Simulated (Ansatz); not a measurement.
Ansatz (a program for electronic structure) run on ZnCu₂SnS₄ (C2, 8 atoms in the cell): self-consistent single point

Method of the run: LDA (PW92), default PAW files made with PBE (plane waves; Ansatz).

Input as run:

Ansatz 0.2 input:
```yaml
crystal:
  lattice:
    - [-2.691619, 2.691619, 5.384154]
    - [2.691619, -2.691619, 5.384154]
    - [2.691619, 2.691619, -5.384154]
  atoms:
    - { symbol: Zn, position: [0.754643, 0.254643, 0.500000] }
    - { symbol: Cu, position: [0.000000, 0.000000, 0.000000] }
    - { symbol: Cu, position: [0.250000, 0.750000, 0.500000] }
    - { symbol: Sn, position: [0.500000, 0.500000, 0.000000] }
    - { symbol: S, position: [0.364320, 0.371240, 0.477580] }
    - { symbol: S, position: [0.628760, 0.106340, 0.993080] }
    - { symbol: S, position: [0.893660, 0.886740, 0.522420] }
    - { symbol: S, position: [0.113260, 0.635680, 0.006920] }
basis:
  ecutwfc: 420.0
kpoints:
  mp_grid: { grid: [4, 4, 4] }
hamiltonian:
  xc: lda
  pseudopotentials: { kind: paw }
scf:
  occupations: { method: gaussian, width: 0.2 }
output:
  forces: true
  eigenvalues: true
  stress: true
```

Output (repeated stretches shortened):

```
WARN ansatz: RAYON_NUM_THREADS=1 ignored (pool sized by the plan → 1); use --threads N
Pseudopotentials: kind: paw
Pseudopotential: Zn, paw, valence charge 12
Pseudopotential: Cu, paw, valence charge 19
Pseudopotential: Sn, paw, valence charge 14
Pseudopotential: S, paw, valence charge 6
Crystal: 8 atoms, lattice volume = 156.029 Å³
Basis set: ecut = 420 eV, 2977 PW (Γ)
Bands: 53, of which v1, the nominal top of the filled ones, is band 44 counted from 1 (43 counted from 0)
Symmetry: 2 space group operations
Space group: C2 (ITA 5), of the structure as read, at distance tolerance 5.4e-5 Å
k-points: 24 of 64 (time reversal used)
PAW frozen core: Zn, regenerated for the run's functional, and the local potential with it
PAW frozen core: Cu, regenerated for the run's functional, and the local potential with it
PAW frozen core: Sn, regenerated for the run's functional, and the local potential with it
PAW frozen core: S, regenerated for the run's functional, and the local potential with it
Initial density: superposition of atomic densities (neutral atoms: chi_scale 0, normalization atom), corrected by the library's trained network
Initial wavefunctions: pseudopotential atomic-orbital guess
Eigensolver: davidson
Functional: x = slater, c = lda
SCF iter   1: F=—  HF=-25719.202053 eV  |F-HF|=—  |Δ(HF+E_count)|=         —  Δρ=1.13e-2  dr2=1.20e-1  ethr=1.77e-3  ⟨swp⟩=7.5  Hψ=5390  notcnv=0
all-band conjugate gradients solve this SCF's bands
preconditioner: auto → Resta (q_TF=auto, 2.480 Å⁻¹)
SCF iter   2: F=—  HF=-25719.194611 eV  |F-HF|=—  |Δ(HF+E_count)|=   7.44e-3  Δρ=9.18e-3  dr2=1.01e-1  ethr=1.36e-4  ⟨swp⟩=2.0  Hψ=2579  notcnv=0  defer=1
SCF iter   3: F=—  HF=-25719.174023 eV  |F-HF|=—  |Δ(HF+E_count)|=   2.06e-2  Δρ=3.95e-3  dr2=1.56e-2  ethr=1.15e-4  ⟨swp⟩=2.0  Hψ=1579  notcnv=0  defer=1
SCF iter   4: F=—  HF=-25719.169975 eV  |F-HF|=—  |Δ(HF+E_count)|=   4.05e-3  Δρ=1.02e-3  dr2=9.97e-4  ethr=1.78e-5  ⟨swp⟩=2.2  Hψ=2333  notcnv=0
SCF iter   5: F=—  HF=-25719.169715 eV  |F-HF|=—  |Δ(HF+E_count)|=   2.60e-4  Δρ=3.19e-4  dr2=1.21e-4  ethr=1.13e-6  ⟨swp⟩=2.1  Hψ=1597  notcnv=0
SCF iter   6: F=—  HF=-25719.169693 eV  |F-HF|=—  |Δ(HF+E_count)|=   2.22e-5  Δρ=8.69e-5  dr2=1.38e-5  ethr=1.37e-7  ⟨swp⟩=2.7  Hψ=2029  notcnv=0
SCF iter   7: F=—  HF=-25719.169769 eV  |F-HF|=—  |Δ(HF+E_count)|=   7.63e-5  Δρ=1.06e-4  dr2=1.17e-5  ethr=1.57e-8  ⟨swp⟩=2.1  Hψ=1868  notcnv=0
SCF iter   8: F=—  HF=-25719.169769 eV  |F-HF|=—  |Δ(HF+E_count)|=   8.25e-7  Δρ=7.02e-5  dr2=5.26e-6  ethr=1.33e-8  ⟨swp⟩=2.0  Hψ=2215  notcnv=0
SCF iter   9: F=—  HF=-25719.169768 eV  |F-HF|=—  |Δ(HF+E_count)|=   7.58e-7  Δρ=2.05e-5  dr2=5.48e-7  ethr=5.98e-9  ⟨swp⟩=2.0  Hψ=1425  notcnv=0
SCF iter  10: F=-25719.169768 eV  HF=-25719.169768 eV  |F-HF|=4.24e-8  |Δ(HF+E_count)|=   2.33e-8  Δρ=5.93e-6  dr2=4.85e-8  ethr=1.14e-10  ⟨swp⟩=8.6  Hψ=5463  notcnv=0
SCF 1 converged in 10 iterations: F = -25719.169768 eV  dr2 = 4.85e-8
SCF converged after 10 iterations
Free energy (F): -25719.169768 eV
Harris-Foulkes:  -25719.169768 eV  (|F-HF|=4.24e-8)
Internal energy: -25719.164346 eV  (E = F + TS)
E sigma→0 (E₀):  -25719.167057 eV
Entropy (-TS):   -0.005422 eV (-0.678 meV/atom)
Fermi energy:    8.244454 eV
--- Per-component energies (eV) ---
  E_band       = -1099.707949
  E_kinetic    = 1351.507627
  E_local      = -14877.735809  (includes V_loc(G=0)·N_el)
  E_nonlocal   = 1508.833667
  E_hartree    = 6676.680744
  E_xc         = -1075.737310
  E_vxc        = -731.935267  (∫ρ·V_xc dr)
  E_paw        = -11226.860922  (= ΣΔE_a)
  E_vpaw       = -1703.758159  (= ΣTr[D̂ρ^β])
  E_aug_tail   = 0.000046  (compensation charges beyond the density's cutoff)
  E_ewald      = -8079.346539
  E_core_change = 3.494150  (= ΣΔE_core)
  E_smearing   = -0.005422  (= −TS)
  E_closure    = -0.000000  (closes the sum)
  Σ components = -25719.169768   (vs F -25719.169768, Δ=0.00e0)
--- Forces (eV/Å), atoms counted from 1 ---
  atom   1  Zn     0.00000000     0.00000000    -0.29464786
  atom   2  Cu     0.00000000     0.00000000     0.02017433
  atom   3  Cu     0.00000000     0.00000000    -0.02690057
  atom   4  Sn     0.00000000     0.00000000     0.09343989
  atom   5  S     -0.17645303    -0.16882258     0.19390685
  atom   6  S     -0.31539735     0.06400968    -0.08993967
  atom   7  S      0.17645303     0.16882258     0.19390685
  atom   8  S      0.31539735    -0.06400968    -0.08993967
  max |Σ_I F_I| component: 1.68e-7 eV/Å
--- Stress (GPa, compression-positive) ---
       -2.606927       0.231147       0.000000
        0.231147      -2.633034       0.000000
        0.000000       0.000000      -2.703074
  P = ⅓ Tr σ = -2.6477 GPa (-26.477 kbar)
  The stress holds the Pulay correction. Without it, at fixed plane waves, as pw.x and ABINIT print it: P = -2.7033 GPa
--- Band table (eV; the first three rows and the last of 24) ---
  k-point 0: bands = ["-102.9368", "-102.9174", "-60.8289", "-60.7664", "-60.7650", "-60.7474", "-60.7463", "-60.7336", "-14.0674", "-14.0640", "-14.0622", "-13.9769", "-13.9715", "-6.5225", "-4.9345", "-4.9037", "-4.8385", "-0.0991", "0.8052", [...]
  k-point 1: bands = ["-102.9368", "-102.9174", "-60.8289", "-60.7664", "-60.7651", "-60.7474", "-60.7463", "-60.7336", "-14.0680", "-14.0644", "-14.0624", "-13.9762", "-13.9712", "-6.1906", "-5.1115", "-5.1011", "-4.9157", "-0.0102", "0.8035", [...]
  k-point 2: bands = ["-102.9368", "-102.9175", "-60.8289", "-60.7664", "-60.7651", "-60.7474", "-60.7463", "-60.7336", "-14.0688", "-14.0649", "-14.0625", "-13.9755", "-13.9709", "-5.7008", "-5.2615", "-5.2141", "-5.1953", "-0.1491", "0.7804", [...]
  k-point 23: bands = ["-102.9368", "-102.9174", "-60.8289", "-60.7664", "-60.7651", "-60.7474", "-60.7463", "-60.7336", "-14.0676", "-14.0637", "-14.0618", "-13.9770", "-13.9715", "-6.0055", "-5.6346", "-4.9507", "-4.8551", "-0.1965", "0.7684", [...]
```

The run converged in 10 iterations.

The starting cell comes from a database of computed structures (which also holds hypothetical and non-ambient phases and stackings), without a prior relaxation at this level. Its lattice was rescaled by up to half a per cent. One atom was moved a little off its site on purpose. Spin polarisation is off. Ansatz's pressure includes its estimate of the finite-basis (Pulay) stress. A gap is left out here, as mesh or smearing make it unsure.
